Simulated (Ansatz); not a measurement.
We consider SrScHO2 (model structure, started from the SrVO2H type, P4/mmm, No. 123, 5 atoms in the cell), described by PBE in Ansatz (plane waves, PAW).

Settings: plane-wave cutoff 520 eV, 8×8×10 k mesh (along the axes of the cell as run), Fermi–Dirac smearing 0.01 eV, scalar-relativistic PAW data made under PBE.

Cell (relaxed at this level):

```yaml
crystal:
  lattice:
    - [4.13502, 0.00000, 0.00000]
    - [0.00000, 4.13502, 0.00000]
    - [0.00000, 0.00000, 3.86962]
  atoms:
    - { symbol: Sr, position: [0.50000, 0.50000, 0.50000] }
    - { symbol: Sc, position: [0.00000, 0.00000, 0.00000] }
    - { symbol: O, position: [0.50000, 0.00000, 0.00000] }
    - { symbol: O, position: [0.00000, 0.50000, 0.00000] }
    - { symbol: H, position: [0.00000, 0.00000, 0.50000] }
```

Task: Predict the band gap, Γ–Γ gap and bulk modulus.

Result: 
band gap: 2.41 eV (on the SCF k mesh)
Γ–Γ gap: 4.09 eV
bulk modulus: 103 GPa

Note: the bulk modulus is −V dP/dV from two relaxed cells at ±2 % in volume; the relaxation could raise the start's symmetry but not lower it, so the cell can be a saddle point.

Spin–orbit coupling is not included.

Computed values are for the static lattice.

A model structure was made by putting elements into a prototype or built by hand; it is no filed structure, need not be a known phase, and can be a saddle point held by its symmetry.

Ansatz is a first-principles code.
